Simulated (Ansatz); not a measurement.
The starting structures come from a database of crystals and need not be the phases stable at ambient conditions.

 Where the default PAW files enter, the runs use the earlier of Ansatz's two default sets.

The decay constant κ of evanescent states in the gap governs leakage through a thin film.

Consider the following.

```
CaMgAsFO4
1.0
    5.66172     0.00000     0.00000
    1.72646     6.99689     0.00000
    1.57877    -1.78657     5.13525
Ca Mg As O F
2 2 2 8 2
Direct
  0.83539   0.24243   0.82975
  0.17025   0.74243   0.16461
  0.50297   0.00047   0.49535
  0.50465   0.50047   0.49703
  0.82383   0.74938   0.81811
  0.18189   0.24938   0.17617
  0.24379   0.07812   0.87795
  0.12205   0.57812   0.75621
  0.60292   0.62027   0.82544
  0.17456   0.12027   0.39708
  0.83084   0.87919   0.59720
  0.40280   0.37919   0.16916
  0.76465   0.92280   0.11407
  0.88593   0.42280   0.23535
  0.42292   0.74954   0.41244
  0.58756   0.24954   0.57708
```

Space group of this cell: Cc. The cell is taken as given; by r2SCAN its mean pressure is -6.5 GPa.

Transport runs along the normal of the first two printed cell vectors.

The gap is the functional's own. No spin-orbit coupling. Mid-gap values are interpolated on the energy grid.

Estimate the band gap and the smallest decay constant κ at mid-gap that r2SCAN run with Ansatz (a program for electronic structure) returns for this system.

Gap 4.60 eV on a 6×6×6 mesh; κ = 0.384 1/Å, at the zone centre.
